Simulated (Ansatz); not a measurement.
# SnS2 under a change: pressure 1.5 GPa

The reference is SnS2 in the CdI2 type structure (space group P-3m1, No. 164; a = 3.6260 Å, c = 5.5735 Å; layered, stacked along the Cartesian z axis).

One thing is altered: cell and atoms relaxed at a pressure of 1.5 GPa.

Calculations: PBEsol-D3(BJ)/PAW in Ansatz (a first-principles code), no spin-orbit coupling. k-mesh 11×11×6 (Γ-centred); smearing 0.05 eV (Fermi–Dirac).

The volume per atom drops by 0.70 Å³ to 20.45 Å³ and the lattice parameter a shrinks by 1.6 pm to 361.0 pm. The c/a ratio shrinks by 0.031, from 1.537 to 1.506 and the shortest interatomic distance falls by 0.8 pm (256.0 pm → 255.2 pm). The band gap drops by 0.13 eV to 0.83 eV and the gap character remains indirect, K–Γ (87 % along) → k = (0, 0.455, 1/3) in the run's primitive reciprocal basis. The smallest direct gap decreases by 0.07 eV, from 1.58 eV to 1.51 eV and the mean gap deformation potential ΔEg/Δln V is +3.9 eV. The width of the top valence band goes up by 0.35 eV (2.13 eV → 2.48 eV).

Final structure:

```
CELL_PARAMETERS angstrom
      3.60959     0.00000     0.00000
     -1.80479     3.12600     0.00000
      0.00000     0.00000     5.43770
ATOMIC_POSITIONS crystal
  Sn 0.00000 0.00000 0.00000
  S  0.33333 0.66667 0.27092
  S  0.66667 0.33333 0.72908
```

Load acts through the strain it causes; cell and atoms are relaxed under it. Stability against distortions was not tested.
